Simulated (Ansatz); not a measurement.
## Converging the plane-wave cutoff: Ti3In (P3m1, 8 atoms in the cell)

```
Ti3In
1.0
    5.92065     0.00000     0.00000
   -2.96032     5.12743     0.00000
    0.00000     0.00000     4.78828
Ti In
6 2
Direct
  0.16521   0.33042   0.25000
  0.83479   0.66958   0.75000
  0.83479   0.16521   0.75000
  0.16521   0.83479   0.25000
  0.66958   0.83479   0.25000
  0.33042   0.16521   0.75000
  0.33333   0.66667   0.76044
  0.66667   0.33333   0.25000
```

Method: LDA (PW92), default PAW files made with PBE (plane waves; Ansatz, an electronic-structure program).

Base settings: basis.ecutwfc = 420 eV; kpoints.mp_grid.grid = 3 3 3; hamiltonian.xc = lda; hamiltonian.pseudopotentials = {kind: paw} (the program's default PAW files); scf.occupations.method = fermi_dirac; scf.occupations.width = 0.1 eV.

The second cell is the first with its lattice scaled by 0.98.

The mesh stays at the base's, so the ladder's end is converged at best in this setting alone.

The first pressure column holds Ansatz's estimate of the finite-basis (Pulay) stress, which hides part of the cutoff error; the other is without it.

Only quantities that move along the ladder and can be compared are tabulated.

The count of work is k-points × plane waves × bands × iterations; it is no time. 

The starting cell comes from a database of computed structures (which also holds hypothetical and non-ambient phases and stackings), without a prior relaxation at this level. Its lattice was rescaled by up to half a per cent. One atom was moved a little off its site on purpose. Spin polarisation is off. In the base run, with a pressure of about -8 GPa the cell is away from its equilibrium volume at this level. Without a gap this mesh is coarse (it stands for a supercell whose shortest vector is 14 Å).

| basis.ecutwfc | free energy less the last step's (meV/atom) | energy of the compressed cell less the first (meV/atom) | pressure (GPa) | pressure without the Pulay estimate (GPa) | largest difference of a force vector from the last step's (eV/Å) | count of work / last |
|---|---|---|---|---|---|---|
| 145 eV | 36258.77 | 84.83 | -34.96 | -967.65 | 0.544 | 0.067 |
| 170 eV | 16898.32 | -197.09 | -2.32 | -546.02 | 0.603 | 0.080 |
| 190 eV | 8786.32 | -111.62 | 6.48 | -329.81 | 0.291 | 0.097 |
| 210 eV | 4449.67 | -94.28 | -3.60 | -195.33 | 0.086 | 0.10 |
| 230 eV | 2151.67 | -41.01 | -8.29 | -112.48 | 0.156 | 0.11 |
| 250 eV | 1027.80 | -32.70 | -8.99 | -65.30 | 0.075 | 0.12 |
| 295 eV | 181.47 | -44.57 | -8.47 | -21.60 | 0.003 | 0.16 |
| 335 eV | 27.50 | -31.72 | -7.91 | -10.61 | 0.004 | 0.19 |
| 380 eV | 3.07 | -32.89 | -7.98 | -8.26 | 0.000 | 0.23 |
| 420 eV | 1.12 | -32.96 | -7.99 | -8.03 | 0.000 | 0.27 |
| 460 eV | 0.84 | -32.97 | -8.00 | -8.01 | 0.000 | 0.31 |
| 505 eV | 0.72 | -32.98 | -8.00 | -8.00 | 0.000 | 0.35 |
| 565 eV | 0.54 | -32.99 | -8.00 | -8.01 | 0.000 | 0.42 |
| 630 eV | 0.30 | -32.99 | -8.00 | -8.01 | 0.000 | 0.49 |
| 735 eV | 0.14 | -32.99 | -8.00 | -8.00 | 0.000 | 0.61 |
| 840 eV | 0.08 | -32.99 | -8.00 | -8.00 | 0.000 | 0.75 |
| 1010 eV | 0.00 | -33.00 | -8.00 | -8.00 | 0.000 | 1.0 |

Coarsest basis.ecutwfc that holds the forces within 0.02 eV/Å of the last step, with all finer ones: 295 eV, at 0.16 of the last step's count of work; the step before is off by 0.075 eV/Å.

Coarsest basis.ecutwfc that holds the energy of the compressed cell less the first within 0.2 meV/atom of the last step, with all finer ones: 380 eV, at 0.23 of the last step's count of work; the step before is off by 1.3 meV/atom.

Coarsest basis.ecutwfc that holds the free energy within 1 meV/atom of the last step, with all finer ones: 460 eV, at 0.31 of the last step's count of work; the step before is off by 1.1 meV/atom.

The energy difference between the two cells stays within 1 meV/atom of the last step's from 380 eV on, the total only from 460 eV on: much of the error is common to both cells and cancels.

At the lowest cutoff the pressure without the Pulay estimate lies 960 GPa under the last step's, the usual sign of Pulay stress in an incomplete plane-wave basis.

Keys are those of Ansatz 0.2.
